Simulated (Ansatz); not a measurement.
The parent structure is BAs (space group P6_422, No. 181; a = 3.429 Å, c = 7.403 Å; a hypothetical phase, not in the database extracts checked). Axes: x lies along a and z along c of the hexagonal cell.

One thing is altered: uniaxial strain ε_zz = −2.90 %, all other strain components held at zero; the atoms relax in the strained cell.

Levels (all Ansatz, a quantum-chemistry and plane-wave program, PAW): PBEsol (420 eV, no SOC); r2SCAN (500 eV, no SOC).

The geometry is relaxed with PBEsol.

* **PBEsol smallest direct gap**: 1.69 eV
* **PBEsol lowest conduction level above the VBM at special points**: M 0.15 eV; K 0.89 eV; A 1.45 eV; L 1.56 eV
* **PBEsol pressure**: 46.8 kbar

Problem. Predict the smallest direct gap, lowest conduction level above the VBM at special points and pressure from r2SCAN.

Solution. The smallest direct gap increases by 0.36 eV to 2.05 eV; the lowest conduction level above the VBM at special points goes from M 0.15 eV; K 0.89 eV; A 1.45 eV; L 1.56 eV to M 0.43 eV; K 1.13 eV; A 1.86 eV; L 1.85 eV; the pressure rises by 29.3 kbar (46.8 kbar → 76.1 kbar).

Single points use the geometry relaxed with PBEsol. Their cutoffs differ, which shifts pressures a little. Stability against distortions was not tested. The base started in P3_121 and relaxed to P6_422 at this level. The zero or small gap of BAs under uniaxial strain ε_zz = −2.90 % can change with the level of theory.
